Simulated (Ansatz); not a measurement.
An Ansatz (a first-principles code) input (PBEsol (Ansatz, PAW, spin-orbit coupling left out), earlier PAW set):

Ansatz 0.2 input:
```yaml
crystal:
  lattice:
    - [3.3267848565, 0, 0]
    - [1.6633924282, 2.8810801986, 0]
    - [1.6633924282, -0.9603600662, 2.7708107992]
  atoms:
    - { symbol: As, position: [0.5, 0.75, 0.25] }
    - { symbol: B, position: [0, 0, 0] }
basis: { ecutwfc: 420, ecutrho_ratio: 4, xc_grid: 2, fft_grid_basis: typed }
kpoints: { mp_grid: { grid: [12, 12, 12] } }
hamiltonian:
  xc: pbesol
  dispersion: none
  pseudopotentials: { azcp: { folder: ./paw }, kind: paw }
scf: { occupations: { method: fermi_dirac, width: 0.05 } }
relax: { f_tol: 0.005, max_steps: 50, cell: { stress_tol: 0.01, fix: [a, b, gamma] } }
output: { forces: true, stress: true }
checkpoint: { write: state.ck, write_every: 1000 }
```

Q: Which symmetry and how many k-points will the program report, and about how many plane waves at Γ?

A: Space group R3m (ITA 160) with 6 operations, k-points 189 of 1728, and 531 plane waves at Γ.

Q: And the final pressure?

A: 3.45 GPa (compression positive).

The cells carry an imposed strain or load. Stability against distortions was not tested. The cell was made from BAs in the zinc blende structure (space group F-43m, No. 216) by this change: biaxial strain −1.32 %, plane normal [111], relaxed out of plane.
